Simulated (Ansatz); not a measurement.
**HfN, element substitutions**

Start from HfN in the rock salt structure (space group Fm-3m, No. 225; a = 4.525 Å).

Each row replaces one element on all its sites; cell and atoms are relaxed.

Method: DFT with r2SCAN, PAW potentials and a 500 eV plane-wave cutoff in Ansatz (a program for electronic structure), no SOC.

Before the change:

The lattice parameter a is 4.525 Å.

Task: The aim is a lattice parameter a between 4.910 Å and 5.337 Å. Which of these changes reaches it?
A) Hf → Ta
B) N → Cl
C) N → C

Result: B, N → Cl. It gives 5.207 Å; N → C gives 4.641 Å; Hf → Ta gives 4.396 Å. Changes not listed may reach it too

No phonon test of stability was made. As relaxed here, HfCl is a hypothetical phase, not in the database extracts checked. All final runs are without spin polarisation. An odd electron count without spin: HfN and HfCl. This is not the structure that TaN has at room temperature and ambient pressure.
